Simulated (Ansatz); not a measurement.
Consider the formation energy of the neutral O_C + V_C in C (diamond, Fd-3m). Reaction: 214 C (diamond) + 1/2 O2 (gas) → cell A.

Cell A: a supercell of 216 sites of C (diamond, Fd-3m) with one empty C site amid 4 C; O on a C site (3 C at 1.55 Å); the closest two of these centres are 1.7 Å apart; spin state with PBE: parallel moments, net moment 2.0 μB a cell, k-point mesh 2×2×2.
```
CELL_PARAMETERS angstrom
     10.71475     0.00000     0.00000
      0.00000    10.71475     0.00000
      0.00000     0.00000    10.71475
ATOMIC_POSITIONS crystal
  C  0.08333 0.08342 0.08333
  C  0.16662 0.00003 0.16662
  C  0.08327 0.25014 0.24990
  C  0.16666 0.16674 0.99992
  C  0.24993 0.08346 0.24993
  C  0.00001 0.00003 0.00001
  C  0.24990 0.25014 0.08327
  C  0.99992 0.16674 0.16666
  C  0.08313 0.08321 0.41650
  C  0.16687 0.00028 0.49974
  C  0.08373 0.25039 0.58295
  C  0.16613 0.16624 0.33345
  C  0.25035 0.08380 0.58346
  C  0.99987 0.99991 0.33332
  C  0.25090 0.25173 0.41557
  C  0.00017 0.16672 0.49995
  C  0.08345 0.08341 0.74993
  C  0.16668 0.00006 0.83327
  C  0.08343 0.25000 0.91650
  C  0.16684 0.16693 0.66640
  C  0.24991 0.08334 0.91667
  C  0.00013 0.00004 0.66664
  C  0.25035 0.24988 0.74954
  C  0.00013 0.16669 0.83329
  C  0.08289 0.41666 0.08289
  C  0.16583 0.33374 0.16583
  C  0.08351 0.58320 0.25013
  C  0.16661 0.50009 0.99991
  C  0.25035 0.41615 0.25035
  C  0.99976 0.33347 0.99976
  C  0.25013 0.58320 0.08351
  C  0.99991 0.50009 0.16661
  C  0.08367 0.41686 0.41647
  C  0.16723 0.33380 0.49953
  C  0.08327 0.58344 0.58319
  C  0.16703 0.49995 0.33338
  C  0.25090 0.41776 0.58161
  C  0.00008 0.33347 0.33330
  C  0.25035 0.58299 0.41718
  C  0.00008 0.50003 0.49986
  C  0.08313 0.41683 0.75013
  C  0.16687 0.33359 0.83306
  C  0.08331 0.58340 0.91664
  C  0.16613 0.49988 0.66710
  C  0.25007 0.41672 0.91657
  C  0.00017 0.33339 0.66661
  C  0.24993 0.58340 0.74987
  C  0.99987 0.50001 0.83342
  C  0.08335 0.74998 0.08335
  C  0.16671 0.66663 0.16671
  C  0.08331 0.91669 0.24993
  C  0.16663 0.83334 0.00000
  C  0.25013 0.74982 0.25013
  C  0.00000 0.66670 0.00000
  C  0.24993 0.91669 0.08331
  C  0.00000 0.83334 0.16663
  C  0.08289 0.75044 0.41667
  C  0.16583 0.66750 0.49960
  C  0.08343 0.91683 0.58333
  C  0.16661 0.83342 0.33325
  C  0.24990 0.75006 0.58319
  C  0.99991 0.66673 0.33325
  C  0.25007 0.91676 0.41661
  C  0.99976 0.83357 0.49987
  C  0.08333 0.75000 0.74991
  C  0.16662 0.66671 0.83330
  C  0.08333 0.91668 0.91665
  C  0.16666 0.83341 0.66659
  C  0.24993 0.75002 0.91664
  C  0.99992 0.66667 0.66659
  C  0.24991 0.91667 0.74999
  C  0.00001 0.83332 0.83330
  C  0.41650 0.08321 0.08313
  C  0.49974 0.00028 0.16687
  C  0.41557 0.25173 0.25090
  C  0.49995 0.16672 0.00017
  C  0.58346 0.08380 0.25035
  C  0.33332 0.99991 0.99987
  C  0.58295 0.25039 0.08373
  C  0.33345 0.16624 0.16613
  C  0.41682 0.08346 0.41682
  C  0.50002 0.99971 0.50002
  C  0.41598 0.24653 0.58680
  C  0.49885 0.16788 0.33427
  C  0.58353 0.08251 0.58353
  C  0.33326 0.00016 0.33326
  C  0.58680 0.24653 0.41598
  C  0.33427 0.16788 0.49885
  C  0.41647 0.08270 0.75064
  C  0.50011 0.99979 0.83354
  C  0.41661 0.25005 0.91686
  C  0.50060 0.16557 0.66776
  C  0.58334 0.08332 0.91690
  C  0.33338 0.99992 0.66664
  C  0.58353 0.24981 0.75082
  C  0.33338 0.16670 0.83341
  C  0.41647 0.41686 0.08367
  C  0.49953 0.33380 0.16723
  C  0.41718 0.58299 0.25035
  C  0.49986 0.50003 0.00008
  C  0.58161 0.41776 0.25090
  C  0.33330 0.33347 0.00008
  C  0.58319 0.58344 0.08327
  C  0.33338 0.49995 0.16703
  O  0.50678 0.32655 0.50678
  C  0.41557 0.58243 0.58161
  C  0.50411 0.50582 0.32751
  C  0.58680 0.41736 0.58680
  C  0.32751 0.32922 0.32751
  C  0.58161 0.58243 0.41557
  C  0.32751 0.50582 0.50411
  C  0.41682 0.41651 0.74987
  C  0.50002 0.33331 0.83362
  C  0.41661 0.58326 0.91657
  C  0.49885 0.49907 0.66546
  C  0.58328 0.41673 0.91686
  C  0.33427 0.33448 0.66546
  C  0.58346 0.58298 0.74954
  C  0.33326 0.50008 0.83317
  C  0.41667 0.75044 0.08289
  C  0.49960 0.66750 0.16583
  C  0.41661 0.91676 0.25007
  C  0.49987 0.83357 0.99976
  C  0.58319 0.75006 0.24990
  C  0.33325 0.66673 0.99991
  C  0.58333 0.91683 0.08343
  C  0.33325 0.83342 0.16661
  C  0.41647 0.74966 0.41647
  C  0.49953 0.66610 0.49953
  C  0.41661 0.91647 0.58328
  C  0.49986 0.83325 0.33330
  C  0.58295 0.74960 0.58295
  C  0.33338 0.66630 0.33338
  C  0.58328 0.91647 0.41661
  C  0.33330 0.83325 0.49986
  C  0.41650 0.75020 0.75013
  C  0.49974 0.66647 0.83306
  C  0.41659 0.91671 0.91662
  C  0.49995 0.83316 0.66661
  C  0.58333 0.74990 0.91650
  C  0.33345 0.66721 0.66710
  C  0.58334 0.91644 0.75002
  C  0.33332 0.83347 0.83342
  C  0.74993 0.08341 0.08345
  C  0.83327 0.00006 0.16668
  C  0.74954 0.24988 0.25035
  C  0.83329 0.16669 0.00013
  C  0.91667 0.08334 0.24991
  C  0.66664 0.00004 0.00013
  C  0.91650 0.25000 0.08343
  C  0.66640 0.16693 0.16684
  C  0.75064 0.08270 0.41647
  C  0.83354 0.99979 0.50011
  C  0.75082 0.24981 0.58353
  C  0.83341 0.16670 0.33338
  C  0.91690 0.08332 0.58334
  C  0.66664 0.99992 0.33338
  C  0.91686 0.25005 0.41661
  C  0.66776 0.16557 0.50060
  C  0.75015 0.08318 0.75015
  C  0.83342 0.99991 0.83342
  C  0.75002 0.25000 0.91690
  C  0.83369 0.16644 0.66689
  C  0.91672 0.08334 0.91672
  C  0.66689 0.99964 0.66689
  C  0.91690 0.25000 0.75002
  C  0.66689 0.16644 0.83369
  C  0.75013 0.41683 0.08313
  C  0.83306 0.33359 0.16687
  C  0.74987 0.58340 0.24993
  C  0.83342 0.50001 0.99987
  C  0.91657 0.41672 0.25007
  C  0.66661 0.33339 0.00017
  C  0.91664 0.58340 0.08331
  C  0.66710 0.49988 0.16613
  C  0.74987 0.41651 0.41682
  C  0.83362 0.33331 0.50002
  C  0.74954 0.58298 0.58346
  C  0.83317 0.50008 0.33326
  C  0.91686 0.41673 0.58328
  C  0.66546 0.33448 0.33427
  C  0.91657 0.58326 0.41661
  C  0.66546 0.49907 0.49885
  C  0.75064 0.41687 0.75064
  C  0.83354 0.33322 0.83354
  C  0.74999 0.58342 0.91667
  C  0.83341 0.49995 0.66664
  C  0.91662 0.41674 0.91662
  C  0.66776 0.33273 0.66776
  C  0.91667 0.58342 0.74999
  C  0.66664 0.49995 0.83341
  C  0.74991 0.75000 0.08333
  C  0.83330 0.66671 0.16662
  C  0.74999 0.91667 0.24991
  C  0.83330 0.83332 0.00001
  C  0.91664 0.75002 0.24993
  C  0.66659 0.66667 0.99992
  C  0.91665 0.91668 0.08333
  C  0.66659 0.83341 0.16666
  C  0.75013 0.75020 0.41650
  C  0.83306 0.66647 0.49974
  C  0.75002 0.91644 0.58334
  C  0.83342 0.83347 0.33332
  C  0.91650 0.74990 0.58333
  C  0.66710 0.66721 0.33345
  C  0.91662 0.91671 0.41659
  C  0.66661 0.83316 0.49995
  C  0.74993 0.74988 0.74993
  C  0.83327 0.66666 0.83327
  C  0.74999 0.91661 0.91672
  C  0.83329 0.83320 0.66664
  C  0.91665 0.75000 0.91665
  C  0.66640 0.66649 0.66640
  C  0.91672 0.91661 0.74999
  C  0.66664 0.83320 0.83329
```

Reference: C (diamond, Fd-3m), 216 atoms in the cell, a perfect crystal on lattice vectors that match the other cells', k-point mesh 2×2×2 on the run's own vectors.

Reference: an isolated O2 molecule (triplet) in a box of 11 × 11 × 13 Å.

Computed with Ansatz (plane waves, PAW), its default PAW set, cutoff 420 eV, 500 eV for r2SCAN. The structures are at rest with PBE, within the held lattices; other levels are single points on them. Neutral cells; Fermi-Dirac smearing of at most 0.05 eV in the solids, energies taken to zero width. The lattices are those relaxed with PBE, so at other levels the solids can be strained, which adds to the spread. Larger cells are relaxed from a start prepared with the learned potential CHGNet, on a coarser mesh till forces fall under 0.03 eV/Å, which some starts already meet. A dispersion term (D3(BJ), or D4 for r2SCAN) was computed beside these levels and is taken off wherever the name lacks it. Static lattices, no vibrational contributions. No structure search was made; lower ones may exist. Spin states are those reached from the starting moments, not proven ground states. Values are for these cell sizes. Mesh and cell size may move defect energies by 0.1 eV or more. Cell A has symmetry R3m and got no random move, so less symmetric positions, which may lie lower, weren't tried.

**Question.** Predict the value from PBE.

**Answer.** 6.66 eV, for 214 C (diamond) + 1/2 O2 (gas) → cell A.

**Question.** List the value at the remaining levels and say how far they part.

**Answer.** 
```csv
Functional,value (eV),less PBE
r2SCAN,6.56,-0.10
```

The levels span 0.10 eV, from r2SCAN (6.56) to PBE (6.66).

Ansatz is a first-principles code.
